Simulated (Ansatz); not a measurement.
**A computed series for TiO2: response to strain**

The parent structure is TiO2 in the anatase structure (space group I4_1/amd, No. 141).

```xyz
6
Lattice="-1.8697 1.8697 4.7275 1.8697 -1.8697 4.7275 1.8697 1.8697 -4.7275" Properties=species:S:1:pos:R:3 pbc="T T T"
Ti     0.0000     1.8697     2.3638
Ti     0.0000     0.0000     0.0000
O      0.0000     1.8697     0.3973
O      0.0000     0.0000     7.4886
O      0.0000     0.0000     1.9665
O      0.0000     1.8697     4.3303
```

Cartesian axes are those of the cell as printed.

Strains are applied to the cell and any free atomic positions relax; under biaxial strain the out-of-plane vector relaxes too.

Calculations: Kohn–Sham DFT with the LDA functional, run in Ansatz (an electronic-structure program) with PAW and 420 eV plane waves, spin-orbit coupling left out.

Notes on the quantities. pressure: mean of the normal stresses, compression positive; energy relative to the base: free energy F.

```csv
case,band gap,pressure,energy relative to the base
base,2.08 eV,0.00 GPa,0 meV/atom
"biaxial strain +0.60 %, plane normal [001], relaxed out of plane",2.02 eV,-1.23 GPa,+0.7 meV/atom
"biaxial strain +1.20 %, plane normal [001], relaxed out of plane",?,?,?
"biaxial strain +1.80 %, plane normal [001], relaxed out of plane",1.91 eV,-3.75 GPa,+6.8 meV/atom
"biaxial strain +2.40 %, plane normal [001], relaxed out of plane",1.87 eV,-5.05 GPa,+12 meV/atom
"biaxial strain +3.00 %, plane normal [001], relaxed out of plane",1.82 eV,-6.33 GPa,+19 meV/atom
```

Q: Some entries are withheld; estimate them.

A: 
- biaxial strain +1.20 %, plane normal [001], relaxed out of plane, band gap: 1.96 eV
- biaxial strain +1.20 %, plane normal [001], relaxed out of plane, pressure: -2.48 GPa
- biaxial strain +1.20 %, plane normal [001], relaxed out of plane, energy relative to the base: +3.0 meV/atom

Whether these cells are dynamically stable was not tested. The final runs are not spin-polarised.
